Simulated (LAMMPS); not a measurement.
An MD run on Si (diamond structure), 1728 atoms, at 200 K and 0 GPa, heated as the crystal.

All values are model results, not measurements: classical MD, pair style tersoff/mod, file Si.tersoff.mod (LAMMPS).

```yaml
state_found: crystal; no diffusion seen in 30 ps
density: 2.3224 ± 0.0001 g/cm³
volume_per_atom: 20.0814 ± 0.0002 Å³
enthalpy_per_atom: -4.5777 ± 0.0001 eV
first peak of g(r): 2.35 Å, height 11.3
coordination_number: 4.00 (counted to 3.06 Å)
most common Si-Si-Si angle: in the 3° bin centred on 109.5° (mean of all 109°)
mean_frequency_of_the_velocity_spectrum: 11.7 THz
cost: about 4 core-minutes (a rough figure)
```

Potential: file Si.tersoff.mod of the LAMMPS distribution; its header cites Kumagai, Izumi, Hara and Sakai, Comp Mat Sci, 39, 457 (2007).

States go by the mean squared displacement: a species diffuses where it passes 1.5 Å², still rises and gives D over 1e-6 cm²/s; a crystal has left its structure where atoms lie 0.35 Å off their sites on average or a cubic box changes its shape by 3 %.

Uncertainties are statistical and leave out the potential's own error.
